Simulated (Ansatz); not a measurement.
Structures of equal composition on the (000-1) surface of wurtzite GaN (N plane on top): 2x2 Al adatom at H3; 2x2 Al adatom at T4. The slabs share one bottom face, and each structure is named by its start. These are constructed structures in small cells; real faces may alloy, dewet or reconstruct in larger ones, and not all known structures of the face are among them. Slabs of about 14 Å with all that they carry, Fermi-Dirac smearing of 0.025 eV. Bottom of the slabs: H caps. Relaxed from the named starts with such symmetry as they have, on meshes of like density; energies extrapolated to zero smearing; no spin-orbit coupling, no U. Spin-polarised runs, if any, are marked in brackets, and their order is one that fits the cell; the others ran without spin. Where a second, spin-polarised start was run, the lower counts.

Host crystal: wurtzite GaN, with a band gap (PBE, scalar-relativistic without spin-orbit coupling).

Method: r2SCAN, at the PBE geometry (plane waves to 500 eV, PAW; Ansatz, a program for electronic structure).

Order them by energy per 1x1 cell (lowest first) at the level r2SCAN, at the PBE geometry.

2x2 Al adatom at H3 (0.000 eV, gap 1.45 eV on the mesh), 2x2 Al adatom at T4 (0.371 eV (3 Al–N bonds formed), gap 0.82 eV on the mesh)
